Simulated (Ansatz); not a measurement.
Consider Ag in the hcp (Mg type) structure (space group P6_3/mmc, No. 194; relaxed with 0.1 eV smearing).

```
Ag
1.0
    2.86014     0.00000     0.00000
   -1.43007     2.47696     0.00000
    0.00000     0.00000     4.71185
Ag
2
Direct
  0.33333   0.66667   0.25000
  0.66667   0.33333   0.75000
```

Method: PBEsol (Ansatz, an electronic-structure program; PAW; 420 eV plane waves; scalar-relativistic without spin-orbit coupling), earlier PAW set.

Before the change:

The pressure comes out as 0.0 GPa and the band gap is zero.

Perturbation: the cell is scaled by 0.9847 in all directions; the atoms relax in the strained cell.

Question: Estimate the effect on the energy relative to the base, pressure and band gap.

Answer: The energy increases by 14 meV/atom; the pressure (mean of the normal stresses, compression positive) goes from zero to 6.2 GPa; the band gap stays zero.

Stability against distortions was not tested. This is not the structure that Ag has at room temperature and ambient pressure.
